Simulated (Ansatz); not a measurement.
The parent structure is BeS in the zinc blende structure (space group F-43m, No. 216; a = 4.869 Å).

The values are results of DFT with r2SCAN, PAW potentials and a 500 eV plane-wave cutoff in Ansatz (a quantum-chemistry and plane-wave program), no spin-orbit coupling, not measurements.

For the base:

| Property | Value |
|---|---|
| Width of the top valence band | 3.36 eV |
| Gap character | indirect, Γ → X |
| Band gap | 3.59 eV |
| Electron mass | 0.79 mₑ along k, 0.29 mₑ across (at X) |

Modification: every lattice vector is shortened by 0.90 %, atoms relaxed at fixed cell.

Task: What does the calculation give for the width of the top valence band, gap character, band gap, energy relative to the base and electron mass after the change?

Result: The width of the top valence band rises by 0.13 eV, from 3.36 eV to 3.49 eV; the gap character stays indirect, Γ → X; the band gap decreases by 0.06 eV, from 3.59 eV to 3.53 eV; the energy increases by 3.3 meV/atom; the electron mass becomes 0.78 mₑ along k, 0.28 mₑ across (at X) (base: 0.79 mₑ along k, 0.29 mₑ across (at X)).

The cells carry an imposed strain or load. Masses are band curvatures over ±0.01 Å⁻¹ around the edge. Along k means along the line from Γ to the band edge. Whether these cells are dynamically stable was not tested.
